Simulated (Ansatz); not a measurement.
Base system: Nb in the bcc (W type) structure (space group Im-3m, No. 229; relaxed with 0.1 eV smearing).

```xyz
1
Lattice="-1.6365 1.6365 1.6365 1.6365 -1.6365 1.6365 1.6365 1.6365 -1.6365" Properties=species:S:1:pos:R:3 pbc="T T T"
Nb     0.0000     0.0000     0.0000
```

All numbers come from Kohn–Sham DFT with the PBEsol functional, run in Ansatz (a quantum-chemistry and plane-wave program) with PAW and 420 eV plane waves, without spin-orbit coupling.

Before the change:

```
Item        Value
--------  -------
Pressure  0.0 GPa
```

One thing is altered: an isotropic linear strain of +2.50 %, atoms relaxed at fixed cell.

Task: How does this affect the pressure and energy relative to the base?

Result: The pressure goes from zero to -11.7 GPa; the energy goes up by 52 meV/atom.

No phonon test of stability was made. All final runs are without spin polarisation.
